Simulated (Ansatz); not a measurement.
# How far PBE and r2SCAN part for ZnS, isotropic strain +5.88 %

Start from ZnS in the wurtzite structure (space group P6_3mc, No. 186; a = 3.8451 Å, c = 6.3057 Å).

(Cell as relaxed with PBE.)

Levels (all Ansatz, a first-principles code, PAW, earlier PAW set): PBE (420 eV, no spin-orbit coupling); r2SCAN (500 eV, no spin-orbit coupling).

Each level relaxes its own structure.

```
base                      PBE    r2SCAN
-------------------  --------  --------
volume per atom      20.19 Å³  19.60 Å³
lattice parameter a   3.845 Å   3.807 Å
band gap              2.07 eV   2.77 eV
```

Modification: an isotropic linear strain of +5.88 %; the atoms relax in the strained cell.

```tsv
quantity	PBE	r2SCAN
energy relative to the base (free energy F)	+111 meV/atom	(withheld)
gap character	direct at Γ	(withheld)
valence-band top at Γ (three highest levels, from the VBM)	0.00, 0.00, -0.04 eV	(withheld)
```

**Question.** Predict the r2SCAN column.

**Answer.** 
- energy relative to the base (free energy F), r2SCAN: +123 meV/atom
- gap character, r2SCAN: direct at Γ
- valence-band top at Γ (three highest levels, from the VBM), r2SCAN: 0.00, 0.00, -0.05 eV

PBE's energy relative to the base lies 11 meV/atom below r2SCAN's; the two agree on the gap character. Neither level is exact; r2SCAN is the comparison here, not a measurement.

No phonon test of stability was made.
